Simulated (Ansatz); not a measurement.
Start from InP in the zinc blende structure (space group F-43m, No. 216; a = 5.907 Å). Axes: x, y, z lie along the cube axes.

Structures relaxed with Kohn–Sham DFT with the r2SCAN functional, run in Ansatz (an electronic-structure program) with PAW and 500 eV plane waves, no spin-orbit coupling.

Base:

Simulated powder pattern, Cu Kα1, λ = 1.54056 Å (kinematic, ideal powder, no thermal factors, no anomalous dispersion; the 10 strongest lines at most, above 2 %, up to 2θ = 90°):

```tsv
2θ (°)	I/Imax (%)	hkl
26.11	100	(111)
30.24	26	(200)
43.29	56	(220)
51.25	45	(311)
53.71	6.9	(222)
62.88	8.8	(400)
69.28	18	(331)
71.35	8.4	(420)
79.41	18	(422)
85.31	14	(511)
```

After one change:

Simulated powder pattern, Cu Kα1, λ = 1.54056 Å (kinematic, ideal powder, no thermal factors, no anomalous dispersion; the 10 strongest lines at most, above 2 %, up to 2θ = 90°):

```tsv
2θ (°)	I/Imax (%)
26.00	100
28.89	9.5
30.71	16
42.67	38
43.99	18
49.48	17
51.81	29
53.49	6.9
68.33	12
79.96	12
```

Question: What was done to the base?
(A) biaxial strain −0.79 %, plane normal [001], relaxed out of plane
(B) uniaxial stress, 3 GPa tension along x
(C) uniaxial strain ε_xx = −3.90 %
(D) uniaxial stress, 5 GPa compression along z

Answer: B, uniaxial stress, 3 GPa tension along x. Its volume per atom is 26.12 Å³ against 25.76 Å³, and its space group is I-4m2 (No. 119).

Beyond what the load breaks, stability against distortions was not tested.
